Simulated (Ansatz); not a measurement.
Levels about the gap of amorphous In$_{16}$Zn$_{8}$O$_{32}$ (56 atoms in a cell of 822 Å³, 5.80 g/cm³; zone centre alone, so wide bands show as single levels with stretches between that a denser mesh fills), at the geometry that PBE relaxed, where it gives -1.4 GPa on a denser mesh. The participation number counts the atoms over which a state spreads; weights are charges in smoothed Voronoi cells. The levels come from a single point, so bond lengths are those of that geometry. Method of the levels: PBE, scalar-relativistic without spin-orbit coupling (Ansatz, a first-principles code). Sampling: the zone centre alone; Fermi-Dirac width 0.02 eV; no spin polarisation.

A CHGNet melt-quench gave the starting glass, which DFT then relaxed. O atoms were pushed apart under 1.9 Å during the dynamics, to hinder bonds among them. The hot cell started wider than the set density and was brought back towards it in steps. It is the lowest in DFT energy of 2 quenches. It is a model cell: composition and starting density were chosen by hand, and all elements were melted together. No dispersion term was used. Its density started from a set value of 5.80 and ended at 5.80 g/cm³. The quench (nominally 170 K/ps over its main leg) was far faster than any real one, so the model tends to hold more defects than a real film. Values belong to this one cell and scatter from quench to quench. The volume was held where the preparation left it, at a PBE pressure of -1.4 GPa (tension). Stress components on the final sampling reach 2.0 GPa. On a 2×2×2 Γ-centred mesh force components of up to 0.12 eV/Å stay, since the relaxation ran on the zone centre alone.

```
E - E(highest filled), eV  filling  participation number        largest on  weight O  weight In  weight Zn
-------------------------  -------  --------------------  ----------------  --------  ---------  ---------
-0.34                       filled                  24.4   O, 3 neighbours      0.87       0.04       0.09
-0.27                       filled                  19.5   O, 4 neighbours      0.88       0.04       0.08
-0.26                       filled                  16.4   O, 3 neighbours      0.88       0.04       0.09
-0.19                       filled                  15.3   O, 4 neighbours      0.88       0.03       0.08
-0.11                       filled                  15.4   O, 4 neighbours      0.88       0.03       0.08
-0.03                       filled                   8.0   O, 3 neighbours      0.88       0.03       0.09
0.00                        filled                  10.9   O, 3 neighbours      0.92       0.04       0.05
0.48                         empty                  50.4   O, 3 neighbours      0.54       0.34       0.13
3.11                         empty                  31.2  In, 5 neighbours      0.59       0.36       0.05
3.35                         empty                  29.5  In, 5 neighbours      0.58       0.38       0.05
3.49                         empty                  38.0  In, 5 neighbours      0.59       0.34       0.07
3.57                         empty                  30.8  In, 6 neighbours      0.60       0.34       0.06
3.78                         empty                  22.9  In, 4 neighbours      0.58       0.38       0.04
3.98                         empty                  35.0  In, 4 neighbours      0.58       0.31       0.11
```

Most localised among these is the filled level at -0.03 eV, on a O atom, which has 3 neighbours (Zn 1.90 Å, Zn 2.01 Å, In 2.12 Å).
